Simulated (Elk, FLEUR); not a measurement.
A FLEUR input for a self-consistent single point of TeSe₂ (C2, 3 atoms in the cell) (DFT, PBEsol, all-electron FLAPW (FLEUR), scalar-relativistic valence):

Input of the input generator:

```
TeSe2 crystal
&input film=f /
7.7390388619 -4.1827538193 0.0000000000
7.7390388619 4.1827538193 0.0000000000
-0.2803068555 0.0000000000 10.1116863874
1.0
1.0 1.0 1.0

3
52 0.7537800000 0.2462200000 0.5000000000
34 0.0140800000 0.7678600000 0.8402400000
34 0.2321400000 0.9859200000 0.1597600000

&comp jspins=1 /
&exco xctyp='PBEs' /
&kpt div1=6 div2=6 div3=4 gamma=t /
&end /
```

```xml
<?xml version="1.0" encoding="UTF-8" standalone="no"?>
<fleurInput fleurInputVersion="0.39">
   <comment>
      TeSe2 crystal                                                                                       
   </comment>
   <calculationSetup>
      <cutoffs Kmax="4.1" Gmax="14.3" GmaxXC="14.3" numbands="0"/>
      <scfLoop itmax="60" minDistance="0.00001" maxIterBroyd="40" imix="Anderson" alpha="0.05" precondParam="0.0" spinf="2.0"/>
      <coreElectrons ctail="T" frcor="F" kcrel="0" coretail_lmax="0"/>
      <xcFunctional name="PBEs" relativisticCorrections="F"/>
      <magnetism jspins="1"/>
      <soc l_soc="F" theta="0.0" phi="0.0" spav="F"/>
      <expertModes spex="0" secvar="F"/>
      <geometryOptimization l_f="T" forcealpha="1.0" forcemix="BFGS" epsdisp="0.00001" epsforce="0.00001"/>
      <ldaU l_linMix="F" mixParam="0.05" spinf="1.0"/>
   </calculationSetup>
   <cell>
      <bzIntegration valenceElectrons="48.0" mode="hist" fermiSmearingEnergy="0.0001">
         <kPointListSelection listName="default-1"/>
         <!-- k-points included here -->
         <xi:include xmlns:xi="http://www.w3.org/2001/XInclude" href="kpts.xml"> </xi:include>
      </bzIntegration>
      <!-- symmetry operations included here -->
      <xi:include xmlns:xi="http://www.w3.org/2001/XInclude" href="sym.xml"> </xi:include>
      <bulkLattice scale="1.0">
         <bravaisMatrix>
            <row-1>    7.7390388619000001    -4.1827538193000002     0.0000000000000000</row-1>
            <row-2>    7.7390388619000001     4.1827538193000002     0.0000000000000000</row-2>
            <row-3>   -0.2803068555000000     0.0000000000000000    10.1116863874000007</row-3>
         </bravaisMatrix>
      </bulkLattice>
   </cell>
   <atomSpecies>
      <species name="Tellurium (Te)" element="Te" atomicNumber="52">
         <mtSphere radius="2.48" gridPoints="857" logIncrement="0.015"/>
         <atomicCutoffs lmax="10" lnonsphr="8"/>
         <electronConfig flipSpins="F">
            <coreConfig>(1s1/2) (2s1/2) (2p1/2) (2p3/2) (3s1/2) (3p1/2) (3p3/2) (4s1/2) (3d3/2) (3d5/2) (4p1/2) (4p3/2)</coreConfig>
            <valenceConfig>(5s1/2) (4d3/2) (4d5/2) (5p1/2) (5p3/2)</valenceConfig>
            <stateOccupation state="(5p1/2)" spinUp="0.6666666666667" spinDown="0.6666666666667"/>
            <stateOccupation state="(5p3/2)" spinUp="1.3333333333333" spinDown="1.3333333333333"/>
         </electronConfig>
         <energyParameters s="5" p="5" d="5" f="4"/>
         <lo type="SCLO" l="2" n="4" eDeriv="0"/>
      </species>
      <species name="Selenium (Se)" element="Se" atomicNumber="34">
         <mtSphere radius="2.16" gridPoints="745" logIncrement="0.017"/>
         <atomicCutoffs lmax="8" lnonsphr="6"/>
         <electronConfig flipSpins="F">
            <coreConfig>(1s1/2) (2s1/2) (2p1/2) (2p3/2) (3s1/2) (3p1/2) (3p3/2)</coreConfig>
            <valenceConfig>(4s1/2) (3d3/2) (3d5/2) (4p1/2) (4p3/2)</valenceConfig>
            <stateOccupation state="(4p1/2)" spinUp="0.6666666666667" spinDown="0.6666666666667"/>
            <stateOccupation state="(4p3/2)" spinUp="1.3333333333333" spinDown="1.3333333333333"/>
         </electronConfig>
         <energyParameters s="4" p="4" d="3" f="4"/>
         <lo type="HELO" l="2" n="4" eDeriv="0"/>
      </species>
   </atomSpecies>
   <atomGroups>
      <atomGroup species="Tellurium (Te)">
         <relPos label="                   1">-.2462200000 .2462200000 1.000/2.000</relPos>
         <force calculate="T" relaxXYZ="TTT"/>
      </atomGroup>
      <atomGroup species="Selenium (Se)">
         <relPos label="                   2">.0140800000 -.2321400000 -.1597600000</relPos>
         <relPos label="                   3">.2321400000 -.0140800000 .1597600000</relPos>
         <force calculate="T" relaxXYZ="TTT"/>
      </atomGroup>
   </atomGroups>
   <output dos="F" band="F" slice="F">
      <checks vchk="F" cdinf="F"/>
      <bandDOS minEnergy="-.5*Htr" maxEnergy="0.5*Htr" sigma="0.015" storeEVData="T"/>
      <vacuumDOS vacdos="F" integ="F" star="F" nstars="0" locx1="0.0" locy1="0.0" locx2="0.0" locy2="0.0" nstm="0" tworkf="0.0"/>
      <unfoldingBand unfoldBand="F" supercellX="1" supercellY="1" supercellZ="1"/>
      <plotting iplot="0" polar="F">
         <plot TwoD="T" vec1="  1.0  0.0  0.0" vec2="  0.0  1.0  0.0" vec3="  0.0  0.0  1.0" zero="  0.0  0.0  0.0" file="plot"/>
      </plotting>
      <chargeDensitySlicing numkpt="0" minEigenval="0.0" maxEigenval="0.0" nnne="0" pallst="F"/>
      <specialOutput eonly="F"/>
      <magneticCircularDichroism mcd="F" energyLo="-10.0" energyUp="0.0"/>
   </output>
  <!-- We include the file relax.xml here to enable relaxations (see documentation) -->
  <xi:include xmlns:xi="http://www.w3.org/2001/XInclude" href="relax.xml"> <xi:fallback/> </xi:include>
</fleurInput>
```

Question: Translate this input to Elk.

Answer: This is the input that was run; spellings and numerical settings could be chosen otherwise.

```
tasks
  0

xctype
  22

rgkmax
  7.5

gmaxvr
  16.0

nxlo
  2

lorbcnd
  .true.

rmtscf
  0.9

lmaxi
  2

stype
  0

swidth
  0.0001

maxscl
  100

avec
    7.7390388619   -4.1827538193    0.0000000000
    7.7390388619    4.1827538193    0.0000000000
   -0.2803068555    0.0000000000   10.1116863874

atoms
  2
  'Te.in'
  1
  0.7537800000  0.2462200000  0.5000000000    0.0 0.0 0.0
  'Se.in'
  2
  0.0140800000  0.7678600000  0.8402400000    0.0 0.0 0.0
  0.2321400000  0.9859200000  0.1597600000    0.0 0.0 0.0

ngridk
  6 6 4
```

Basis settings and potentials, where a program has them, do not carry over. This input uses DFT, PBEsol, all-electron FP-LAPW, Elk's shipped species files, APW+lo basis with extra local orbitals.

The starting cell comes from a database of computed structures (which also holds hypothetical and non-ambient phases and stackings), without a prior relaxation at this level. Its lattice was rescaled by a random factor within 2.5 % of one.
